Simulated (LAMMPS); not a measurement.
MD of Cu (fcc) at zero pressure, 4000 atoms, as a crystal; each row is its own run.

Level of theory: classical MD, pair style eam/alloy, file AlCu.eam.alloy (LAMMPS).

| T (K) | volume (Å³/atom) |
|---|---|
| 200 | 11.940 |
| 300 | 12.010 |
| 610 | 12.247 |
| 1020 | 12.620 |
| 1220 | 12.841 |
| 1430 | 13.140 |

Q: Fit a straight line, y = a + b x, to these rows (x is the first column, y the second) and predict the run at x = 810.

A: Least squares gives a = 11.711 and b = 0.0009475. At x = 810 the fit predicts 12.479 Å³/atom. The run itself gave 12.4186 ± 0.0003 Å³/atom, so the fit is 0.48 % high.

Caution (row 1430): this crystal lies over the melting point of about 1230 K that EAM-type AlCu.eam.alloy gives, so it is superheated.
